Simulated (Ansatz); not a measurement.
The reference is BiSb in the zinc blende structure (space group F-43m, No. 216; a = 7.142 Å; a hypothetical phase, not in the database extracts checked; relaxed with 0.1 eV smearing). Axes: x, y, z lie along the cube axes.

Level of theory: Ansatz (a program for electronic structure), PBE, PAW, cutoff 420 eV, no spin-orbit coupling.

Now apply this change: the cell is scaled by 1.0264 in all directions, atoms relaxed at fixed cell.

### Question
Predict the stress tensor and what it implies for the stiffness.

### Answer
Stress of the strained cell less that of the base (GPa, compression positive):
```
   -2.0     0.0     0.0
    0.0    -2.0     0.0
    0.0     0.0    -2.0
```

Then B = −ΔP/(ΔV/V₀) with ΔV/V₀ = 0.0813 gives secant stiffness values (nonlinear terms included at this strain): B ≈ 25 GPa.

As a check, the harmonic strain energy −½ V₀ Δσ:ε is 23 meV/atom; the computed energy rise is 25 meV/atom.

Stability against distortions was not tested. All final runs are without spin polarisation.
